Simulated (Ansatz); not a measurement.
## Hypothetical diamond Rh under a change: pressure 10 GPa

The reference is Rh in the diamond structure (space group Fd-3m, No. 227; a = 5.433 Å; a hypothetical phase, not in the database extracts checked).

It is then changed as follows: a hydrostatic pressure of 10 GPa.

All numbers come from PBEsol/PAW in Ansatz (an electronic-structure program), no spin-orbit coupling. Settings: 15×15×15 k-points, 0.05 eV Fermi–Dirac smearing.

- Volume per atom: 18.92 Å³ (base 20.05 Å³)
- Density: 9.03 g/cm³ (base 8.52 g/cm³)
- Lattice parameter a: 10.070 bohr (base 10.267 bohr)
- Shortest interatomic distance: 4.361 bohr (base 4.446 bohr)
- Enthalpy H = E + PV relative to the base's energy: +1.21 eV/atom
- Band gap: zero (base zero)

Cost of the whole job for the changed cell (relaxation, final SCF and bands): about 30 core-seconds (a rough figure).

Load acts through the strain it causes; cell and atoms are relaxed under it. Whether these cells are dynamically stable was not tested. Competing high-pressure phases were not computed. The final runs are not spin-polarised. Rh has a high density of states at the Fermi level and may be magnetic at this level.
